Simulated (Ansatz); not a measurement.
Start from MoTe2 (space group P6_3/mmc, No. 194; a = 3.497 Å, c = 13.696 Å; layered, stacked along the Cartesian z axis).

The values are results of plane-wave PAW DFT at the PBE-D3(BJ) level (Ansatz, a quantum-chemistry and plane-wave program, 420 eV), no spin-orbit coupling, not measurements.

Base values:

```
Item                                          Value
-------------------  ------------------------------
Gap character        indirect, Γ → K–Γ (44 % along)
Band gap                                    0.60 eV
Smallest direct gap                         1.03 eV
```

Now apply this change: every lattice vector is shortened by 0.60 %, atoms relaxed at fixed cell.

Task: What does the calculation give for the gap character, band gap, smallest direct gap and largest internal atomic displacement after the change?

Result: The gap character becomes indirect, K–Γ (81 % along) → K–Γ (44 % along) (base: indirect, Γ → K–Γ (44 % along)); the band gap drops by 0.05 eV, from 0.60 eV to 0.55 eV; the smallest direct gap falls by 0.08 eV, from 1.03 eV to 0.95 eV; the largest internal atomic displacement amounts to 0.016 Å.

Spin-orbit coupling, missing from the scalar runs, can matter with Te. The cells carry an imposed strain or load. No phonon test of stability was made. The program warned that a D3 coordination switch lies within reach, so dispersion energies are less smooth here.
